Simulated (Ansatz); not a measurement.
## Response to strain in KTaO3

Base system: KTaO3 in the cubic perovskite structure (space group Pm-3m, No. 221).

```xyz
5
Lattice="3.9853 0.0000 0.0000 0.0000 3.9853 0.0000 0.0000 0.0000 3.9853" Properties=species:S:1:pos:R:3 pbc="T T T"
K      0.0000     0.0000     0.0000
Ta     1.9926     1.9926     1.9926
O      1.9926     0.0000     1.9926
O      0.0000     1.9926     1.9926
O      1.9926     1.9926     0.0000
```

Cartesian axes are those of the cell as printed.

Strains are applied to the cell and any free atomic positions relax.

Level of theory: DFT with PBEsol, PAW potentials and a 420 eV plane-wave cutoff in Ansatz (a quantum-chemistry and plane-wave program), without spin-orbit coupling.

Notes on the quantities. energy relative to the base: free energy F; pressure: mean of the normal stresses, compression positive.

| case | shortest interatomic distance | smallest direct gap | energy relative to the base | pressure |
|---|---|---|---|---|
| base | 1.993 Å | 2.75 eV | 0 meV/atom | 0.00 GPa |
| uniaxial strain ε_zz = −3.00 % | 1.933 Å | 2.73 eV | +18 meV/atom | 7.00 GPa |
| uniaxial strain ε_zz = −2.40 % | 1.945 Å | 2.73 eV | +11 meV/atom | 5.45 GPa |
| uniaxial strain ε_zz = −1.80 % | 1.957 Å | 2.74 eV | +6.2 meV/atom | 3.97 GPa |
| uniaxial strain ε_zz = −1.20 % | 1.969 Å | 2.74 eV | +2.7 meV/atom | 2.57 GPa |
| uniaxial strain ε_zz = −0.60 % | 1.981 Å | 2.75 eV | +0.7 meV/atom | 1.25 GPa |

Spin-orbit coupling, missing from the scalar runs, can matter with Ta. Whether these cells are dynamically stable was not tested.
